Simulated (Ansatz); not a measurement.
BN (model structure, started from the MgO type, Pm-3n, No. 223, 12 atoms in the cell)

The numbers are results of PBE in Ansatz (plane waves, PAW), not measurements.

Numerical settings: plane-wave cutoff 520 eV, 8×8×8 k mesh, Fermi–Dirac smearing 0.01 eV, scalar-relativistic PAW data made under PBE.

Cell (relaxed with PBEsol):

BN has the cubic space group Pm-3n (No. 223), Pearson symbol cP12. Cell: a = 4.419 Å, b = 4.419 Å, c = 4.419 Å, α = 90.00°, β = 90.00°, γ = 90.00°. B on 6c sees 4 N at 1.562 Å. N on 6d sees 4 B at 1.562 Å. (Neighbours: up to the widest gap in distance over summed covalent radii, below 1.35, at either atom.)

* **band gap**: 4.56 eV (indirect)
* **smallest direct gap on the k points sampled**: 4.99 eV
* **direct gap at Γ**: 6.26 eV

Note: the relaxation could raise the start's symmetry but not lower it, so the cell can be a saddle point; cell and atoms aren't relaxed at this level (pressure 4.3 GPa).

It cost around 20 core-seconds (rough) of CPU time.

A model structure was made by putting elements into a prototype or built by hand; it is no filed structure, need not be a known phase, and can be a saddle point held by its symmetry.

Ansatz is a first-principles code.
